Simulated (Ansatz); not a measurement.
The reference is Sr in the hcp (Mg type) structure (space group P6_3/mmc, No. 194; a = 4.190 Å, c = 6.886 Å). Axes: x lies along a and z along c of the hexagonal cell.

Method: Kohn–Sham DFT with the PBEsol functional, run in Ansatz (an electronic-structure program) with PAW and 420 eV plane waves, no spin-orbit coupling.

Base values:

- Shortest interatomic distance: 4.190 Å

It is then changed as follows: a free-standing slab of 6 layers (6 atoms, 1 a layer) is cut normal to the z axis, with 15 Å of vacuum and the in-plane cell held at bulk.

Question: Predict the new change of the spacing d23 from its bulk value of 3.443 Å.

Answer: The change of the spacing d23 from its bulk value of 3.443 Å amounts to -0.3 %.

Question: Estimate the effect on the shortest interatomic distance.

Answer: The shortest interatomic distance falls by 0.069 Å, from 4.190 Å to 4.121 Å.

Question: Predict the new change of the spacing d12 from its bulk value of 3.443 Å.

Answer: The change of the spacing d12 from its bulk value of 3.443 Å comes out as -3.1 %.

Question: Predict the new excess energy per area of both faces.

Answer: The excess energy per area of both faces (slab less bulk energy over the cell's area: twice a surface energy) amounts to 0.8 J/m² (uncertain by up to 0.06 J/m²).

The excess energy carries the mismatch between the slab's and the bulk's meshes. Whether these cells are dynamically stable was not tested. This is not the structure that Sr has at room temperature and ambient pressure.
